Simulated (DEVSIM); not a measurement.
Structure: Schottky contact on n-type GaAs, at 300 K.

```tsv
layer (left to right)	material	thickness (μm)	Nd (cm⁻³)	τn (s)	τp (s)
1	GaAs	6.20	4.2e16	5.5e-9	5.5e-9
```

Left contact: Schottky, work function 5.11 eV, emission velocity 6.1e6 cm/s. Right contact: ohmic. Voltage is applied to the left contact. Recombination: SRH at mid-gap, radiative, Auger. Mobility is constant in doping.

Constants are typed, rounded textbook-type inputs, not results; the design itself was drawn at random and stands for no fabricated device. Values at 300 K.

```
parameter        GaAs
-------------  ------
gap (eV)        1.424
affinity (eV)    4.07
permittivity     12.9
Nc (cm⁻³)      4.7e17
Nv (cm⁻³)        9e18
μn (cm²/Vs)      8500
μp (cm²/Vs)       400
B (cm³/s)       2e-10
Cn (cm⁶/s)      1e-30
Cp (cm⁶/s)      1e-30
```

Model (solved in DEVSIM): 1D drift-diffusion, Boltzmann statistics, complete ionisation; no tunnelling, impact ionisation, image-force lowering or self-heating. Metal contacts follow the ideal Schottky-Mott rule: no Fermi-level pinning, no interface dipoles.

Tabulate band edges, carrier densities and field at zero bias.

Energies count from the Fermi level of the right contact; mesh points crowd at the junctions.

```csv
x (μm),Ec (eV),Ev (eV),n (cm⁻³),p (cm⁻³),field (V/cm)
0.000,1.040,-0.384,< 1e2,3.2e12,-110000
0.01358,0.902,-0.522,340,1.5e10,-98000
0.03244,0.727,-0.697,280000,1.8e7,-87000
0.06423,0.481,-0.943,3.9e9,1300,-68000
0.1317,0.156,-1.268,1.1e15,< 1e2,-28000
0.2095,0.066,-1.357,3.6e16,< 1e2,-1900
0.3407,0.062,-1.362,4.2e16,< 1e2,≈ 0
0.6191,0.062,-1.362,4.2e16,< 1e2,≈ 0
0.9403,0.062,-1.362,4.2e16,< 1e2,≈ 0
1.482,0.062,-1.362,4.2e16,< 1e2,≈ 0
2.233,0.062,-1.362,4.2e16,< 1e2,≈ 0
3.673,0.062,-1.362,4.2e16,< 1e2,≈ 0
4.590,0.062,-1.362,4.2e16,< 1e2,≈ 0
5.134,0.062,-1.362,4.2e16,< 1e2,≈ 0
5.606,0.062,-1.362,4.2e16,< 1e2,≈ 0
5.828,0.062,-1.362,4.2e16,< 1e2,≈ 0
5.960,0.062,-1.362,4.2e16,< 1e2,≈ 0
6.055,0.062,-1.362,4.2e16,< 1e2,≈ 0
6.128,0.062,-1.362,4.2e16,< 1e2,≈ 0
6.160,0.062,-1.362,4.2e16,< 1e2,≈ 0
6.183,0.062,-1.362,4.2e16,< 1e2,≈ 0
6.200,0.062,-1.362,4.2e16,< 1e2,≈ 0
```
